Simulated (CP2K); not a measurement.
Worked example: self-consistent single point of Cu3N (Pm-3m, 4 atoms in the cell) in CP2K.

Level of theory: LDA (Pade form), GPW, DZVP-MOLOPT-SR-GTH basis, GTH-PADE potentials (GTH_POTENTIALS) run with CP2K.

```
Cu3N
1.0
    3.74986     0.00000     0.00000
    0.00000     3.74986     0.00000
    0.00000     0.00000     3.74986
Cu N
3 1
Direct
  0.00000   0.00000   0.50000
  0.50000   0.00000   0.00000
  0.00000   0.50000   0.00000
  0.00000   0.00000   0.00000
```

Reference input (self-consistent single point, DFT PBE, GPW, DZVP-MOLOPT-SR-GTH basis, GTH-PBE potentials (GTH_POTENTIALS)): CUTOFF = 600 Ry; REL_CUTOFF = 40 Ry; SMEAR/METHOD = FERMI_DIRAC; ELECTRONIC_TEMPERATURE = 1578.21 K; KPOINTS/SCHEME = MONKHORST-PACK 6 6 6; GAMMA_CENTERED = T; XC_FUNCTIONAL = PBE; Cu/BASIS_SET = DZVP-MOLOPT-SR-GTH-q11; Cu/POTENTIAL = GTH-PBE-q11; N/BASIS_SET = DZVP-MOLOPT-SR-GTH-q5; N/POTENTIAL = GTH-PBE-q5; METHOD = GPW. This run's input differs from it in these lines:

```diff
@@ -44,3 +44,3 @@
     &XC
-      &XC_FUNCTIONAL PBE
+      &XC_FUNCTIONAL PADE
       &END XC_FUNCTIONAL
@@ -77,3 +77,3 @@
       BASIS_SET DZVP-MOLOPT-SR-GTH-q11
-      POTENTIAL GTH-PBE-q11
+      POTENTIAL GTH-PADE-q11
     &END KIND
@@ -81,3 +81,3 @@
       BASIS_SET DZVP-MOLOPT-SR-GTH-q5
-      POTENTIAL GTH-PBE-q5
+      POTENTIAL GTH-PADE-q5
     &END KIND
```

Log, with long lists cut:

```
 SCF WAVEFUNCTION OPTIMIZATION

  Step     Update method      Time    Convergence         Total energy    Change
     1 NoMix/Diag. 0.30E+00      -     0.57333583      -154.2253838914 -1.54E+02
     2 Broy./Diag. 0.30E+00      -     0.23210121      -157.8478701483 -3.62E+00
     3 Broy./Diag. 0.30E+00      -     0.09833604      -154.6080834989  3.24E+00
     4 Broy./Diag. 0.30E+00      -     0.05906236      -154.1170762511  4.91E-01
     5 Broy./Diag. 0.30E+00      -     0.00963279      -154.1856569639 -6.86E-02
     6 Broy./Diag. 0.30E+00      -     0.00396743      -154.2806105636 -9.50E-02
   [... 8 lines left out ...]
    15 Broy./Diag. 0.30E+00      -     0.00000118      -154.1748704634 -9.87E-06
    16 Broy./Diag. 0.30E+00      -     0.00000061      -154.1748709575 -4.94E-07
    17 Broy./Diag. 0.30E+00      -     0.00000057      -154.1748729612 -2.00E-06
    18 Broy./Diag. 0.30E+00      -     0.00000006      -154.1748756118 -2.65E-06
  *** SCF run converged in    18 steps ***

  Overlap energy of the core charge distribution:               0.00000041649033
  Self energy of the core charge distribution:               -217.59585880358748
  Core Hamiltonian energy:                                     72.15062246760984
  Hartree energy:                                              16.52585122442329
  Exchange-correlation energy:                                -25.25469062005322
  Electronic entropic energy:                                  -0.00080029705266
  Fermi energy:                                                 0.16562251392623

  Total energy:                                              -154.17487561184637
  Total energy (extrapolated to T->0):                       -154.17447546332005

   [... lines left out ...]

 STRESS| Analytical stress tensor [bar]
 STRESS|                        x                   y                   z
 STRESS|      x       -2.34489600118E+03  -2.55173420051E-03  -2.55173425605E-03
 STRESS|      y       -2.55173420051E-03  -2.34480354501E+03  -2.55171236428E-03
 STRESS|      z       -2.55173425605E-03  -2.55171236428E-03  -2.34471515452E+03
 STRESS| 1/3 Trace                                            -2.34480490024E+03
```

The run converged in 18 iterations. Against the reference run the pressure goes from 11.02 to -0.23 GPa.

The starting cell comes from a database of computed structures (which also holds hypothetical and non-ambient phases and stackings), without a prior relaxation at this level. Its lattice was rescaled by a random factor within 2.5 % of one. Spin polarisation is off. Values carry the incompleteness of an atom-centred basis. The run gives no clean gap (levels at the Fermi energy touch, overlap or are partly filled at this smearing), which alone does not show that the compound is a metal.

Cost on one core of a shared machine: roughly 2 min.
